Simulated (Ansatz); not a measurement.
An Ansatz (an electronic-structure program) run: Mo with a change (Mo → Rh); r2SCAN (Ansatz, PAW, spin-orbit coupling left out).

Input:

Ansatz 0.2 input:
```yaml
crystal:
  lattice:
    - [-1.5222336995, 1.5222336995, 1.5222336995]
    - [1.5222336995, -1.5222336995, 1.5222336995]
    - [1.5222336995, 1.5222336995, -1.5222336995]
  atoms:
    - { symbol: Rh, position: [0, 0, 0] }
basis: { ecutwfc: 500, ecutrho_ratio: 4, xc_grid: 4, fft_grid_basis: typed }
kpoints: { mp_grid: { grid: [21, 21, 21] } }
hamiltonian:
  xc: r2scan
  dispersion: none
  pseudopotentials: { kind: paw }
scf: { occupations: { method: fermi_dirac, width: 0.05 }, convergence: { dr2_threshold: 0.0000000001 } }
output: { forces: true, stress: true }
checkpoint: { write: state.ck, write_every: 1000 }
```

Output (explanatory and most iteration lines left out):

```
Pseudopotential: Rh, paw, valence charge 17
Crystal: 1 atoms, lattice volume = 14.109 Å³
Basis set: ecut = 500 eV, 369 PW (Γ), exchange–correlation on 80×80×80 points (64 copies of the dense FFT grid, shifted against one another)
Bands: 13, of which v1, the nominal top of the filled ones, is band 9 counted from 1 (8 counted from 0)
Symmetry: 48 space group operations
Space group: Im-3m (ITA 229), of the structure as read, at distance tolerance 2.4e-5 Å
k-points: 286 of 9261
Functional: x = r2scan, c = r2scan; τ floored in thin density (d = 2e-4 eV/Å³)
SCF iter   1: F=—  HF=-6414.901149 eV  |F-HF|=—  |Δ(HF+E_count)|=         —  Δρ=1.10e-2  dr2=5.27e-3  dr2_τ=8.99e-3  ethr=1.77e-3  ⟨swp⟩=5.5  Hψ=21019  notcnv=0
SCF iter   2: F=—  HF=-6414.910716 eV  |F-HF|=—  |Δ(HF+E_count)|=   9.57e-3  Δρ=6.05e-3  dr2=1.38e-3  dr2_τ=2.47e-4  ethr=3.10e-5  ⟨swp⟩=2.1  Hψ=8522  notcnv=0  defer=7
SCF 1 converged in 8 iterations: F = -6414.911127 eV  dr2 = 2.95e-11
SCF converged after 8 iterations
Free energy (F): -6414.911127 eV
Internal energy: -6414.892668 eV  (E = F + TS)
E sigma→0 (E₀):  -6414.901898 eV
Entropy (-TS):   -0.018459 eV (-18.459 meV/atom)
Fermi energy:    21.294035 eV
--- Forces (eV/Å), atoms counted from 1 ---
  atom   1  Rh    -0.00000000    -0.00000000    -0.00000000
--- Stress (GPa, compression-positive) ---
       -0.008363      -0.000000      -0.000000
       -0.000000      -0.008363       0.000000
       -0.000000      -0.000000      -0.008363
  P = ⅓ Tr σ = -0.0084 GPa (-0.084 kbar)
```

Stability against distortions was not tested. The final runs are not spin-polarised. The cell was made from Mo by this change: Mo → Rh; the result is a model cell, its experimental status unchecked. Rh has a high density of states at the Fermi level and may be magnetic at this level. This is not the structure that Rh has at room temperature and ambient pressure.
